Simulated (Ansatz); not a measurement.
MoS2: response to strain

Consider MoS2 in the 3R-MoS2 type structure (space group R3m, No. 160; layered, stacked along the Cartesian z axis).

```
CELL_PARAMETERS angstrom
      1.55780     0.89940     5.78545
     -1.55780     0.89940     5.78545
      0.00000    -1.79879     5.78545
ATOMIC_POSITIONS crystal
  Mo 0.00004 0.00004 0.00004
  S  0.75647 0.75647 0.75647
  S  0.57679 0.57679 0.57679
```

Cartesian axes are those of the cell as printed.

Strains are applied to the cell and any free atomic positions relax; under biaxial strain the out-of-plane vector relaxes too.

All numbers come from Ansatz (a program for electronic structure), PBEsol-D3(BJ), PAW, cutoff 420 eV, no SOC.

Candidates:
(a) biaxial strain −3.27 %, plane normal [001], relaxed out of plane
(b) isotropic strain −4.11 %
(c) uniaxial strain ε_zz = −0.20 %

Notes on the quantities. energy relative to the base: free energy F.

Problem. Order them by energy relative to the base, lowest first.

Solution. (c) uniaxial strain ε_zz = −0.20 % (0.0 meV/atom), (a) biaxial strain −3.27 %, plane normal [001], relaxed out of plane (+36 meV/atom), (b) isotropic strain −4.11 % (+82 meV/atom)

Whether these cells are dynamically stable was not tested. The final runs are not spin-polarised.
